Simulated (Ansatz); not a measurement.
Band structure of Al3Sc (Pm-3m, 4 atoms in the cell).

```
CELL_PARAMETERS angstrom
      4.02579     0.00000     0.00000
      0.00000     4.02579     0.00000
      0.00000     0.00000     4.02579
ATOMIC_POSITIONS crystal
  Sc 0.00000 0.00000 0.00000
  Al 0.00000 0.50000 0.50000
  Al 0.50000 0.00000 0.50000
  Al 0.50000 0.50000 0.00000
```

Method of the run: PBE (plane waves, PAW; Ansatz, a quantum-chemistry and plane-wave program).

Settings: kpoints.mp_grid.grid = 7 7 7; hamiltonian.xc = pbe; hamiltonian.pseudopotentials = {kind: paw} (the program's default PAW files); scf.occupations.method = fermi_dirac; scf.occupations.width = 0.01 Ry; kpoints.band_path.npoints = 8.

The starting cell has typed, rounded lattice constants, without a prior relaxation at this level. Its lattice was rescaled by a random factor within 2.5 % of one.

Levels in eV from the Fermi level, bands 7 to 14:
```json
[
 {"point": "Γ", "7": "-2.64", "8": "-1.79", "9": "-1.79", "10": "-1.79", "11": "1.30", "12": "1.36", "13": "1.36", "14": "1.36"},
 {"point": "X", "7": "-1.74", "8": "-1.74", "9": "-1.53", "10": "1.11", "11": "1.11", "12": "1.17", "13": "1.40", "14": "1.73"},
 {"point": "M", "7": "-5.66", "8": "-4.43", "9": "-0.53", "10": "-0.53", "11": "1.25", "12": "1.47", "13": "2.22", "14": "2.66"},
 {"point": "R", "7": "-4.83", "8": "-4.58", "9": "-2.96", "10": "-2.96", "11": "-2.96", "12": "1.11", "13": "2.77", "14": "2.77"}
]
```

Bands cross the Fermi level along this path, so the cell is metallic at this level.

Keys are those of Ansatz 0.2.
